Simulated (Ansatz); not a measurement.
Abridged Ansatz (an electronic-structure program) output:

```
Pseudopotential: Mg, paw, valence charge 10
Pseudopotential: B, paw, valence charge 3
Pseudopotential: Be, paw, valence charge 2
Crystal: 12 atoms, lattice volume = 124.695 Å³
Basis set: ecut = 420 eV, 2439 PW (Γ), exchange–correlation on 90×90×48 points (8 copies of the dense FFT grid, shifted against one another)
Bands: 43, of which v1, the nominal top of the filled ones, is band 31 counted from 1 (30 counted from 0)
Symmetry: 8 space group operations
k-points: 168 of 960
Functional: x = pbesol(κ = 0.804, μ = 0.12345679012345678), c = pbesol(β = 0.046)
SCF iter   1: F=—  HF=-8744.015710 eV  |F-HF|=—  |Δ(HF+E_count)|=         —  Δρ=5.21e-3  dr2=6.59e-2  ethr=1.77e-3  ⟨swp⟩=6.3  Hψ=33321  notcnv=0  defer=206
SCF iter   2: F=—  HF=-8744.002638 eV  |F-HF|=—  |Δ(HF+E_count)|=   1.31e-2  Δρ=2.88e-3  dr2=1.91e-2  ethr=1.06e-4  ⟨swp⟩=1.7  Hψ=9014  notcnv=0  defer=507
SCF 1 converged in 8 iterations: F = -8743.996810 eV  dr2 = 7.66e-10
SCF converged after 8 iterations
Free energy (F): -8743.996810 eV
Internal energy: -8743.976289 eV  (E = F + TS)
E sigma→0 (E₀):  -8743.986549 eV
Entropy (-TS):   -0.020521 eV (-1.710 meV/atom)
Fermi energy:    8.388560 eV
--- Forces (eV/Å), atoms counted from 1 ---
  atom   1  Mg    -0.00020532    -0.00013631    -0.00000000
  atom   2  Mg    -0.00020532     0.00013631     0.00000000
  atom   3  Mg     0.00020532    -0.00013631    -0.00000000
  atom   4  Mg     0.00020532     0.00013631     0.00000000
  atom   5  B     -0.00000000    -0.00041711     0.00000000
  atom   6  Be     0.00000000     0.00128763    -0.00000000
  atom   7  B      0.00000000    -0.00044016    -0.00000000
  atom   8  B     -0.00000000     0.00068599     0.00000000
  atom   9  B      0.00000000     0.00041711    -0.00000000
  atom  10  B      0.00000000    -0.00068599    -0.00000000
  atom  11  B     -0.00000000     0.00044016     0.00000000
  atom  12  Be    -0.00000000    -0.00128763     0.00000000
--- Stress (GPa, compression-positive) ---
       -0.003679      -0.000000      -0.000000
       -0.000000       0.007812      -0.000000
       -0.000000      -0.000000      -0.003088
  P = ⅓ Tr σ = 0.0003 GPa (0.003 kbar)
```

Problem. What was computed, and what are the main results?

Solution. Mg2BeB3, 12 atoms in the cell, with DFT with PBEsol, PAW potentials and a 420 eV plane-wave cutoff in Ansatz, no SOC. The last SCF converged to F = -8743.996810 eV, or -728.6664 eV per atom, at a pressure of 0.00 GPa. The total energy compares only with runs of the same code, potentials and settings.

These are small ordered cells, not random alloys; other orderings at the same x differ. Whether these cells are dynamically stable was not tested. The final runs are not spin-polarised. The cell was made from MgB2 by this change: x(Be) = 0.25, 12 atoms, Cmcm.
